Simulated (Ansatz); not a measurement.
Ansatz (a program for electronic structure) run on CsCu₂Br₃ (Cmcm, 12 atoms in the cell): self-consistent single point.

Level of theory: PBEsol, default PAW files made with PBE (plane waves; Ansatz).

```yaml
crystal:
  lattice:
    - [4.93562, -6.17390, 0.00000]
    - [4.93562, 6.17390, 0.00000]
    - [0.00000, 0.00000, 5.81321]
  atoms:
    - { symbol: Cs, position: [0.32200, 0.67800, 0.25000] }
    - { symbol: Cs, position: [0.67800, 0.32200, 0.75000] }
    - { symbol: Cu, position: [0.84400, 0.84400, 0.00000] }
    - { symbol: Cu, position: [0.15600, 0.15600, 0.50000] }
    - { symbol: Cu, position: [0.15600, 0.15600, 0.00000] }
    - { symbol: Cu, position: [0.84400, 0.84400, 0.50000] }
    - { symbol: Br, position: [0.88190, 0.11810, 0.25000] }
    - { symbol: Br, position: [0.11810, 0.88190, 0.75000] }
    - { symbol: Br, position: [0.83320, 0.59600, 0.25000] }
    - { symbol: Br, position: [0.16680, 0.40400, 0.75000] }
    - { symbol: Br, position: [0.59600, 0.83320, 0.75000] }
    - { symbol: Br, position: [0.40400, 0.16680, 0.25000] }
```

Reference input (self-consistent single point, DFT, PBEsol, plane waves, default PAW files made with PBE): kpoints.mp_grid.grid = 3 3 4; hamiltonian.xc = pbesol; hamiltonian.pseudopotentials = {kind: paw} (the program's default PAW files); scf.occupations.method = fermi_dirac; scf.occupations.width = 0.01 Ry. This run's input differs from it in these lines:

Ansatz 0.2 input:
```diff
@@ -21,2 +21,3 @@
     grid: [3, 3, 4]
+    shift: [0.0, 0.0, 0.5]
 hamiltonian:
```

Output (repeated stretches shortened):

```
SCF iter   1: F=—  HF=-53954.731748 eV  |F-HF|=—  |Δ(HF+E_count)|=         —  Δρ=6.75e-3  dr2=9.55e-2  ethr=1.77e-3  ⟨swp⟩=10.0  Hψ=3147  notcnv=0  defer=1
all-band conjugate gradients solve this SCF's bands
preconditioner: auto → Resta (q_TF=auto, 2.326 Å⁻¹)
SCF iter   2: F=—  HF=-53954.734617 eV  |F-HF|=—  |Δ(HF+E_count)|=   2.87e-3  Δρ=4.99e-3  dr2=6.32e-2  ethr=7.02e-5  ⟨swp⟩=2.0  Hψ=1408  notcnv=0  defer=3
   [... lines left out ...]
SCF iter   5: F=—  HF=-53954.715753 eV  |F-HF|=—  |Δ(HF+E_count)|=   1.38e-4  Δρ=1.54e-4  dr2=1.11e-4  ethr=5.38e-7  ⟨swp⟩=2.0  Hψ=944  notcnv=0  defer=3
SCF iter   6: F=—  HF=-53954.715799 eV  |F-HF|=—  |Δ(HF+E_count)|=   4.58e-5  Δρ=5.67e-5  dr2=9.72e-6  ethr=8.20e-8  ⟨swp⟩=2.0  Hψ=1003  notcnv=0  defer=3
SCF iter   7: F=—  HF=-53954.715964 eV  |F-HF|=—  |Δ(HF+E_count)|=   1.65e-4  Δρ=1.69e-5  dr2=8.98e-7  ethr=7.15e-9  ⟨swp⟩=2.0  Hψ=1074  notcnv=0  defer=3
SCF iter   8: F=-53954.715964 eV  HF=-53954.715964 eV  |F-HF|=6.32e-9  |Δ(HF+E_count)|=   2.05e-7  Δρ=3.68e-6  dr2=7.52e-8  ethr=7.35e-11  ⟨swp⟩=10.8  Hψ=3261  notcnv=0
SCF 1 converged in 8 iterations: F = -53954.715964 eV  dr2 = 7.52e-8
Free energy (F): -53954.715964 eV
Internal energy: -53954.713628 eV  (E = F + TS)
E sigma→0 (E₀):  -53954.714796 eV
Entropy (-TS):   -0.002337 eV (-0.195 meV/atom)
Fermi energy:    6.301326 eV
--- Forces (eV/Å), atoms counted from 1 ---
  atom   1  Cs     0.00000000     0.02135089     0.00000000
  atom   2  Cs    -0.00000000    -0.02135089    -0.00000000
  atom   3  Cu     0.08380138    -0.00000000     0.00000000
  atom   4  Cu    -0.08380138     0.00000000     0.00000000
  atom   5  Cu    -0.08380138     0.00000000    -0.00000000
  atom   6  Cu     0.08380138     0.00000000    -0.00000000
  atom   7  Br    -0.00000000    -0.31815268    -0.00000000
  atom   8  Br     0.00000000     0.31815268     0.00000000
   [... lines left out ...]
  atom  12  Br    -0.19332521     0.14809092     0.00000000
--- Stress (GPa, compression-positive) ---
       -1.572786       0.000000       0.000000
        0.000000      -1.166176       0.000000
        0.000000       0.000000      -2.134079
  P = ⅓ Tr σ = -1.6243 GPa (-16.243 kbar)
  The stress holds the Pulay correction. Without it, at fixed plane waves, as pw.x and ABINIT print it: P = -1.6538 GPa
```

The run converged in 8 iterations. Against the reference run the free energy stays essentially unchanged (within 1 meV/atom), the pressure stays at -1.62 GPa, the largest force stays at 0.318 eV/Å and the gap on the mesh goes from 1.481 to 1.698 eV.

The starting cell comes from a database of published, mostly measured structures (it also holds non-ambient and calculated ones), without a prior relaxation at this level. Ansatz's pressure includes its estimate of the finite-basis (Pulay) stress. Another mesh or the band path of this cell gives a smaller gap, so this value is not converged in the mesh.
